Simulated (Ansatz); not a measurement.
The parent structure is InAs in the zinc blende structure (space group F-43m, No. 216).

```cif
data_AsIn
_chemical_formula_sum 'In1 As1'
_space_group_name_H-M_alt 'P 1'
_space_group_IT_number 1
_cell_length_a 4.37440
_cell_length_b 4.37440
_cell_length_c 4.37440
_cell_angle_alpha 60.000
_cell_angle_beta 60.000
_cell_angle_gamma 60.000
loop_
_space_group_symop_operation_xyz
  'x, y, z'
loop_
_atom_site_label
_atom_site_type_symbol
_atom_site_fract_x
_atom_site_fract_y
_atom_site_fract_z
_atom_site_occupancy
In1 In 0.00000 0.00000 0.00000 1
As1 As 0.25000 0.25000 0.25000 1
```

Level of theory: Ansatz (a program for electronic structure) PBE, no SOC.

Base values:

- Band gap = zero
- Shortest interatomic distance = 2.679 Å

Modification: a hydrostatic pressure of 22.5 GPa.

**Question.** Predict the new band gap and shortest interatomic distance.

**Answer.** The band gap becomes 0.75 eV (base: zero); the shortest interatomic distance drops by 0.218 Å (2.679 Å → 2.461 Å).

Load acts through the strain it causes; cell and atoms are relaxed under it. No phonon test of stability was made. The final runs are not spin-polarised. Measured, InAs leaves this structure (for rock salt) near 7 GPa (temperature not stated; as listed in Datta, Sujoy, Jana, Debnarayan, arXiv (2020)). A zero or small gap of InAs can be the functional's error rather than a property of the material.
